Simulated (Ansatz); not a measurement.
**One base run on VSi (Pm-3m, 2 atoms in the cell) and variants with one or two settings moved**

```
VSi
1.0
    2.96371     0.00000     0.00000
    0.00000     2.96371     0.00000
    0.00000     0.00000     2.96371
V Si
1 1
Direct
  0.00000   0.00000   0.00000
  0.50000   0.50000   0.50000
```
Moments meant for the start (each program seeds them in its own way; μB, in the order of the atoms V Si): 2.0 0.0.

Base run A: PBE (Ansatz, a first-principles code), self-consistent single point.

Its settings: basis.ecutwfc = 420 eV; kpoints.mp_grid.grid = 11 11 11; hamiltonian.xc = pbe; hamiltonian.pseudopotentials = {kind: paw} (the program's default PAW files); magnetization.spin_polarized = true; scf.occupations.method = methfessel_paxton; scf.occupations.width = 0.1 eV.

The starting cell was generated: these elements placed on a structure prototype, without a prior relaxation; it need not be a known phase or ordering of this composition. The starting moments vanished: the run ended non-magnetic, which need not be the lowest state. The program warned that a starting moment was not kept. Ansatz's pressure includes its estimate of the finite-basis (Pulay) stress.

ΔF is the free energy per atom less that of run A. 

```csv
run,change,ΔF (meV/atom),pressure (GPa),k-points
A,base,0.00,1.42,56
B,scf.occupations.method: methfessel_paxton → cold; scf.occupations.width: 0.1 eV → 0.2 eV,2.2,1.45,56
C,kpoints.mp_grid.grid: 11 11 11 → 12 12 12,-0.12,1.55,84
D,scf.occupations.width: 0.1 eV → 0.2 eV,0.41,1.43,56
E,scf.convergence.dr2_threshold: default (1e-07 eV) → 1e-06 eV,0.00,1.42,56
F,crystal.symmetry.detect: default → false,0.00,1.42,666
G,scf.mixing.algorithm: default (the program chose MSR1) → broyden; scf.mixing.beta: default → 0.7,0.00,1.42,56
H,scf.mixing.preconditioner: default (the program chose none) → resta; scf.mixing.eps_inf: default → 5,0.00,1.42,56
I,scf.mixing.algorithm: default (the program chose MSR1) → msr1; scf.mixing.ndim: default → 2,0.00,1.42,56
```

Run B against A: The free energy rises by 2.2 meV/atom and the pressure hardly changes (1.42 to 1.45 GPa).

Run C against A: The free energy is nearly the same (within 1 meV/atom) and the pressure goes from 1.42 to 1.55 GPa.

Run E against A: The free energy hardly moves (within 1 meV/atom) and the pressure stays at 1.42 GPa.

Keys are those of Ansatz 0.2.
